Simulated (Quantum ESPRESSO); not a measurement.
A user runs Quantum ESPRESSO on Lu (P6_3/mmc, 2 atoms in the cell) and asks whether the run is sound. The aim is a self-consistent single point with DFT, PBE, plane waves, PSlibrary ultrasoft (PBE) pseudopotentials.

Cell that was meant: a = 3.6049 Å, b = 3.6049 Å, c = 5.5806 Å, α = 90.00°, β = 90.00°, γ = 120.00°.

Part of the input:

```fortran
    ecutrho = 400,
    occupations = 'smearing',
    smearing = 'marzari-vanderbilt',
    degauss = 0.2,
/
&electrons
    conv_thr = 1.0d-10,
```

Log, with long lists cut:

```
     file Lu.pbe-spdn-rrkjus_psl.1.0.0.UPF: wavefunction(s)  5P renormalized
     Message from routine setup:
   [... lines left out ...]
        k(    1) = (   0.0000000   0.0000000   0.0000000), wk =   0.0049383
        k(    2) = (   0.0000000   0.0000000   0.1291957), wk =   0.0098765
        k(    3) = (   0.0000000   0.0000000   0.2583914), wk =   0.0098765
   [... 33 lines left out ...]

     Dense  grid:    57283 G-vectors     FFT dimensions: (  45,  45,  72)

     Smooth grid:    20231 G-vectors     FFT dimensions: (  32,  32,  48)

     Initial potential from superposition of free atoms

     starting charge      21.9685, renormalised to      22.0000
     Self-consistent Calculation

     iteration #  1     ecut=    50.00 Ry     beta= 0.70

     Threshold (ethr) on eigenvalues was too large:
     Diagonalizing with lowered threshold

     total energy              =    -250.12698838 Ry
     estimated scf accuracy    <       0.01756126 Ry

     iteration #  2     ecut=    50.00 Ry     beta= 0.70

     total energy              =    -250.12958365 Ry
     estimated scf accuracy    <       0.00048173 Ry

     iteration #  3     ecut=    50.00 Ry     beta= 0.70

     total energy              =    -250.12961819 Ry
     estimated scf accuracy    <       0.00003004 Ry

   [... 2 blocks of this kind left out ...]

     iteration #  6     ecut=    50.00 Ry     beta= 0.70

     total energy              =    -250.12962499 Ry
     estimated scf accuracy    <          5.7E-10 Ry

     iteration #  7     ecut=    50.00 Ry     beta= 0.70
     End of self-consistent calculation

     the Fermi energy is     9.4954 ev

!    total energy              =    -250.12962499 Ry
     estimated scf accuracy    <          4.3E-11 Ry
     smearing contrib. (-TS)   =      -0.21469138 Ry
     internal energy E=F+TS    =    -249.91493361 Ry

     convergence has been achieved in   7 iterations

     Forces acting on atoms (cartesian axes, Ry/au):

     atom    1 type  1   force =     0.00000000    0.00000000    0.00000000
     atom    2 type  1   force =     0.00000000   -0.00000000    0.00000000

     Total force =     0.000000     Total SCF correction =     0.000000

          total   stress  (Ry/bohr**3)                   (kbar)     P=        5.35
  -0.00004194   0.00000000   0.00000000           -6.17        0.00        0.00
   0.00000000  -0.00004194   0.00000000            0.00       -6.17        0.00
   0.00000000   0.00000000   0.00019306            0.00        0.00       28.40

   JOB DONE.
```

Task: Is this run sound? If not, what is wrong?

Result: The run is not sound. The fault is a smearing width that is far too large. A width of many tenths of an electronvolt moves electrons far across the Fermi level or the gap, and the free energy and its derivatives carry a large smearing term. To fix it, use a width small against the gap or band features. The run converged in 7 iterations without an error; against the sound input the free energy drops by 645 meV/atom and the pressure goes from -2.88 to 0.54 GPa.

The sound input it was made from differs as follows (other fixes are possible):
```diff
-    degauss = 0.2,
+    degauss = 0.0073499,
```

With that input, the run converged in 7 iterations: free energy E − TS -3401.8963 eV; Fermi level (on the code's own zero) 9.36 eV; pressure -2.88 GPa (DFT, PBE, plane waves, PSlibrary ultrasoft (PBE) pseudopotentials).

On the sound input: the starting cell comes from a database of computed structures (which also holds hypothetical and non-ambient phases and stackings), without a prior relaxation at this level. Its lattice was rescaled by a random factor within 2.5 % of one.
